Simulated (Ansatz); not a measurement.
## Ru2Si (model structure, started from the Ni2In type, P6₃/mmc, No. 194, 6 atoms in the cell): equilibrium volume per atom by level of theory

No measured value is used here.

| level (code) | value (Å³/atom) |
|---|---|
| PBE (Ansatz) | 13.42 |
| PBEsol (Ansatz) | 13.02 |
| PBE-D3(BJ) (Ansatz) | 13.05 |

Ansatz's density-functional and Hartree–Fock values are scalar-relativistic unless marked +SOC, with PAW data made under PBE.

A model structure was made by putting elements into a prototype or built by hand; it is no filed structure, need not be a known phase, and can be a saddle point held by its symmetry.

Ansatz is a quantum-chemistry and plane-wave program.
